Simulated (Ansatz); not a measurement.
Start from BiB in the zinc blende structure (space group F-43m, No. 216; a = 5.4905 Å; a hypothetical phase, not in the database extracts checked).

Calculations: Ansatz (a program for electronic structure), r2SCAN, PAW, cutoff 500 eV, no SOC.

Base values:

```
Item                                Result
-----------------------------  -----------
Gap character                  direct at Γ
Width of the top valence band      4.36 eV
Volume per atom                   20.69 Å³
```

One thing is altered: a hydrostatic pressure of 45 GPa.

Q: Predict the new gap character.

A: The gap character becomes indirect, Γ → a point along ⟨100⟩, about 1.0 Å⁻¹ from Γ (base: direct at Γ).

Q: Predict the new width of the top valence band.

A: The width of the top valence band grows by 1.70 eV to 6.06 eV.

Q: What happens to the volume per atom?

A: The volume per atom shrinks by 5.254 Å³, from 20.69 Å³ to 15.43 Å³.

With Bi present, leaving out spin-orbit coupling can change the band edges. Load acts through the strain it causes; cell and atoms are relaxed under it. Whether these cells are dynamically stable was not tested. No other phases were tried under pressure.
